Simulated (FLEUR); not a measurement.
Input and output of a self-consistent single point for Rh (Fm-3m, 1 atom in the cell) (FLEUR)

Level of theory: PBE, all-electron FLAPW (FLEUR), scalar-relativistic valence.

The input file:

Input of the input generator:

```
Rh crystal
&input film=f /
-0.0000000000 3.6500627015 3.6500627015
3.6500627015 -0.0000000000 3.6500627015
3.6500627015 3.6500627015 -0.0000000000
1.0
1.0 1.0 1.0

1
45 0.0000000000 0.0000000000 0.0000000000

&comp jspins=1 /
&kpt div1=12 div2=12 div3=12 gamma=t /
&end /
```

```xml
<?xml version="1.0" encoding="UTF-8" standalone="no"?>
<fleurInput fleurInputVersion="0.39">
   <comment>
      Rh crystal                                                                                          
   </comment>
   <calculationSetup>
      <cutoffs Kmax="4.2" Gmax="16.8" GmaxXC="16.8" numbands="0"/>
      <scfLoop itmax="80" minDistance="0.00001" maxIterBroyd="25" imix="Anderson" alpha="0.05" precondParam="0.0" spinf="2.0"/>
      <coreElectrons ctail="T" frcor="F" kcrel="0" coretail_lmax="0"/>
      <xcFunctional name="pbe" relativisticCorrections="F"/>
      <magnetism jspins="1"/>
      <soc l_soc="F" theta="0.0" phi="0.0" spav="F"/>
      <expertModes spex="0" secvar="F"/>
      <geometryOptimization l_f="T" forcealpha="1.0" forcemix="BFGS" epsdisp="0.00001" epsforce="0.00001"/>
      <ldaU l_linMix="F" mixParam="0.05" spinf="1.0"/>
   </calculationSetup>
   <cell>
      <bzIntegration valenceElectrons="15.0" mode="hist" fermiSmearingEnergy="0.00367493">
         <kPointListSelection listName="default-1"/>
         <!-- k-points included here -->
         <xi:include xmlns:xi="http://www.w3.org/2001/XInclude" href="kpts.xml"> </xi:include>
      </bzIntegration>
      <!-- symmetry operations included here -->
      <xi:include xmlns:xi="http://www.w3.org/2001/XInclude" href="sym.xml"> </xi:include>
      <bulkLattice scale="1.0">
         <bravaisMatrix>
            <row-1>    0.0000000000000000     3.6500627015000000     3.6500627015000000</row-1>
            <row-2>    3.6500627015000000     0.0000000000000000     3.6500627015000000</row-2>
            <row-3>    3.6500627015000000     3.6500627015000000     0.0000000000000000</row-3>
         </bravaisMatrix>
      </bulkLattice>
   </cell>
   <atomSpecies>
      <species name="Rhodium (Rh)" element="Rh" atomicNumber="45">
         <mtSphere radius="2.41" gridPoints="833" logIncrement="0.015"/>
         <atomicCutoffs lmax="10" lnonsphr="8"/>
         <electronConfig flipSpins="F">
            <coreConfig>(1s1/2) (2s1/2) (2p1/2) (2p3/2) (3s1/2) (3p1/2) (3p3/2) (4s1/2) (3d3/2) (3d5/2)</coreConfig>
            <valenceConfig>(4p1/2) (4p3/2) (5s1/2) (4d3/2) (4d5/2)</valenceConfig>
            <stateOccupation state="(5s1/2)" spinUp="0.5" spinDown="0.5"/>
            <stateOccupation state="(4d3/2)" spinUp="1.6" spinDown="1.6"/>
            <stateOccupation state="(4d5/2)" spinUp="2.4" spinDown="2.4"/>
         </electronConfig>
         <energyParameters s="5" p="5" d="4" f="4"/>
         <lo type="SCLO" l="1" n="4" eDeriv="0"/>
      </species>
   </atomSpecies>
   <atomGroups>
      <atomGroup species="Rhodium (Rh)">
         <relPos label="                   1">.0000000000 .0000000000 .0000000000</relPos>
         <force calculate="T" relaxXYZ="TTT"/>
      </atomGroup>
   </atomGroups>
   <output dos="F" band="F" slice="F">
      <checks vchk="F" cdinf="F"/>
      <bandDOS minEnergy="-.5*Htr" maxEnergy="0.5*Htr" sigma="0.015" storeEVData="T"/>
      <vacuumDOS vacdos="F" integ="F" star="F" nstars="0" locx1="0.0" locy1="0.0" locx2="0.0" locy2="0.0" nstm="0" tworkf="0.0"/>
      <unfoldingBand unfoldBand="F" supercellX="1" supercellY="1" supercellZ="1"/>
      <plotting iplot="0" polar="F">
         <plot TwoD="T" vec1="  1.0  0.0  0.0" vec2="  0.0  1.0  0.0" vec3="  0.0  0.0  1.0" zero="  0.0  0.0  0.0" file="plot"/>
      </plotting>
      <chargeDensitySlicing numkpt="0" minEigenval="0.0" maxEigenval="0.0" nnne="0" pallst="F"/>
      <specialOutput eonly="F"/>
      <magneticCircularDichroism mcd="F" energyLo="-10.0" energyUp="0.0"/>
   </output>
  <!-- We include the file relax.xml here to enable relaxations (see documentation) -->
  <xi:include xmlns:xi="http://www.w3.org/2001/XInclude" href="relax.xml"> <xi:fallback/> </xi:include>
</fleurInput>
```

Output (repeated stretches shortened):

```
      Welcome to FLEUR        (www.flapw.de)
      MaX-Release 8.1          (www.max-centre.eu)

 ========== k-point set info ==========
 Selected k-point list: default-1
 k-point list type: mesh
 12 x 12 x 12
 Number of k points: 72

 ------------Calculation Setup---------------------------
           1           2           3           4           6           8           9          12          18          24          36          72
 Number of basis functions:          132
 Iteration:     1   Distance:      17.75890748 me/bohr^3
 Iteration:     2   Distance:      15.52223755 me/bohr^3
 Iteration:     3   Distance:       5.47119892 me/bohr^3
 Iteration:     4   Distance:       3.02464739 me/bohr^3
 Iteration:     5   Distance:       1.82333857 me/bohr^3
 Iteration:     6   Distance:       0.79128694 me/bohr^3
   [... 2 lines left out ...]
 Iteration:     9   Distance:       0.00416111 me/bohr^3
 Iteration:    10   Distance:       0.00119742 me/bohr^3
 Iteration:    11   Distance:       0.00079636 me/bohr^3
 Iteration:    12   Distance:       0.00005663 me/bohr^3
 Iteration:    13   Distance:       0.00000472 me/bohr^3

 Run finished successfully
 Stop message:
   Structural relaxation: Done

[file out, last iteration]
             iter=     14
          p o t e n t i a l   g e n e r a t o r
[...]
          integral of pseudo charge density inside the slab=        0.000000   0.000000
     coulomb potential in the interstitial region:
          density-coulomb potential integrals
          total density-coulomb potenti    -7656.5829129257
          density-effective potential integrals for spin  1
          total density-effective poten   -7.8378031756E+03
          charge density-energy density integrals
          total charge density-energy d   -1.3895303223E+02
 Updated energy parameters for spin:           1
  Atom    1 5s branch from -2.38 to  2.15 htr. ; e_l =  0.3591
  Atom    1 5p branch from -1.17 to  2.85 htr. ; e_l =  0.4878
  Atom    1 4d branch from-10.41 to  0.65 htr. ; e_l =  0.4054
  Atom    1 4f branch from -9.99 to  2.52 htr. ; e_l =  0.7780
  Atom    1 4p branch from-17.10 to -1.17 htr. ; e_l(l -1.2161
[...]
 fermi energy and band-weighting factors:
at   0.00000   0.00000   0.00000   k-weight:    0.000579
   12 eigenvalues :
   -1.202761   -1.202761   -1.202761    0.218793    0.392797    0.392797    0.392797    0.463805
    0.463805    1.080459    1.268123    1.268123
   [... 2 blocks of this kind left out ...]

[...]
FERMIE:
          first approx. to ef    (T=0)  :   0.500515 htr   (energy of the highest occ. eigenvalue)
          number of occ. states  (T=0)  :        547
          first approx. to seigv (T=0)  :  -3.756810 htr
          sum of weights of occ. states :   7.508102
          sum of semicore charge        :   0.000000 e
FERHIS:  Fermi-Energy by histogram:
          bandgap                     :   0.000260 htr
          charge neutrality (T=0)     :   0.016204    (zero if the highest occ. eigenvalue is "entirely" occupied)
     EF_NEWTON:  Adjust Fermi-Energy by Newton-Method.
               Number of iterations needed  :   5
               The error in the weight is   :  0.16653E-15
               The error in ef is           : -0.93807E-17 htr
     -->  new fermi energy            :   0.497315 htr
          valence charge              :  15.000000 e
          actual charge blw ef-8kt    :  14.064815 e
          actual charge blw ef+8kt    :  15.000000 e
          number of occ. states       :       595
          sum of the valence weights  :    7.500000
          entropy         :   0.455856 *kb htr/K =   0.00000 htr/K
          sum of val. single particle energies:        -3.7640150159 htr
 Direct bandgap for spin            1 :    5.8269488496875965E-003  Htr
 at k-point           21  with k-vector    0.0000000000000000       0.16666666666666666       0.33333333333333331
          valence density: spin= 1
[...]
     l-like charge
     atom     s        p        d        f        total
 -->  1    0.34475  6.27382  6.83538  0.04411   13.51005
          total charge for spin  1=   15.000000
          interst. charge =       1.489952
          mt charge=             13.510048
          total charge  =   15.000000
          z= 45.     r(1)=  0.916267E-05     dx= 0.015000     m.t.index= 833
               n    l     j    energy       weight
               1.   0.   0.5 -845.5805      2.0000
               2.   0.   0.5 -122.0284      2.0000
               2.   1.   0.5 -112.9333      2.0000
   [... 7 lines left out ...]
          atom type    1  (spin 1)
          kinetic energy=  0.486671097924E+04     sum of the eigenvalues= -0.284578486760E+04
          0.00270433  electrons lost from core.
          total charge for spin  1=   45.000000
          interst. charge =       1.492560
          mt charge=             43.507440
          total charge  =   45.000000
          zc=    45.000000     qfix=    1.000000
     t o t a l  e n e r g y
          sum of eigenvalues =             -2849.5488826132
          density-coulomb potential int    -7656.5829129257
          density-effective potential i    -7837.8031755631
          charge density-ex.-corr.energ     -138.9530322267
          el.-nucl. inter. diff. m.t.       5781.6979192975
          Madelung term for atom type:       -24.5810288986
 ---->    total energy=                    -4785.2691439359 htr
 ---->    (input%tkb*entropy) TS=              0.0016752377 htr
 ---->    free energy=                     -4785.2708191735 htr
      extrapolation for T->0
 ---->    total electron energy=           -4785.2699815547 htr
 ***** TOTAL FORCES ON ATOMS *****
 TOTAL FORCE FOR ATOM TYPE=  1  X=  0.000   Y=  0.000   Z=  0.000
                       FX_TOT= 0.000000 FY_TOT= 0.000000 FZ_TOT= 0.000000
 Structural relaxation: Done
```

The run converged in 13 iterations. FLEUR gives forces in its relaxation mode, with a further iteration, so its stop message speaks of a relaxation.

The starting cell comes from a database of computed structures (which also holds hypothetical and non-ambient phases and stackings), without a prior relaxation at this level. Its lattice was rescaled by a random factor within 2.5 % of one. Spin polarisation is off. Values depend on the basis (sphere radii, cutoffs, local orbitals), which need not be converged. The log's line on a gap gives a spacing of levels on this mesh, which the program prints for metals too.
